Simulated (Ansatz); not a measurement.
Abridged Ansatz (an electronic-structure program) output:

```
Pseudopotential: K, paw, valence charge 9
Pseudopotential: Zn, paw, valence charge 12
Pseudopotential: F, paw, valence charge 7
Crystal: 5 atoms, lattice volume = 66.579 Å³
Basis set: ecut = 420 eV, 1309 PW (Γ), exchange–correlation on 60×60×60 points (8 copies of the dense FFT grid, shifted against one another)
Bands: 26, of which v1, the nominal top of the filled ones, is band 21 counted from 1 (20 counted from 0)
Symmetry: 48 space group operations
k-points: 35 of 512
Functional: x = pbesol(κ = 0.804, μ = 0.12345679012345678), c = pbesol(β = 0.046)
SCF iter   1: F=—  HF=-7208.938663 eV  |F-HF|=—  |Δ(HF+E_count)|=         —  Δρ=1.99e-1  dr2=1.90e1  ethr=3.10e-3  ⟨swp⟩=6.7  Hψ=4686  notcnv=0
SCF iter   2: F=—  HF=-7203.302911 eV  |F-HF|=—  |Δ(HF+E_count)|=    5.64e0  Δρ=5.22e-2  dr2=1.31e0  ethr=3.10e-3  ⟨swp⟩=3.6  Hψ=2560  notcnv=0  defer=34
SCF 1 converged in 12 iterations: F = -7202.663002 eV  dr2 = 6.42e-11
SCF converged after 12 iterations
Free energy (F): -7202.663002 eV
Internal energy: -7202.663002 eV  (E = F + TS)
E sigma→0 (E₀):  -7202.663002 eV
Fermi energy:    5.973553 eV
--- Forces (eV/Å), atoms counted from 1 ---
  atom   1  K     -0.00000000     0.00000000    -0.00000000
  atom   2  Zn     0.00000000    -0.00000000     0.00000000
  atom   3  F      0.00000000     0.00000000    -0.00000000
  atom   4  F      0.00000000    -0.00000000    -0.00000000
  atom   5  F      0.00000000    -0.00000000     0.00000000
--- Stress (GPa, compression-positive) ---
        0.008540       0.000000       0.000000
       -0.000000       0.008540       0.000000
        0.000000       0.000000       0.008540
  P = ⅓ Tr σ = 0.0085 GPa (0.085 kbar)
```

**Question.** What was computed, and what are the main results?

**Answer.** KZnF3, 5 atoms in the cell, with PBEsol in Ansatz (plane waves to 420 eV, PAW, no spin-orbit coupling), earlier PAW set. The last SCF converged to F = -7202.663002 eV, or -1440.5326 eV per atom, at a pressure of 0.01 GPa. The total energy compares only with runs of the same code, potentials and settings.

Whether these cells are dynamically stable was not tested. The cell is KZnF3 in the cubic perovskite structure (space group Pm-3m, No. 221). Many cubic perovskites are stable only at high temperature; tilts and polar distortions were not tested.
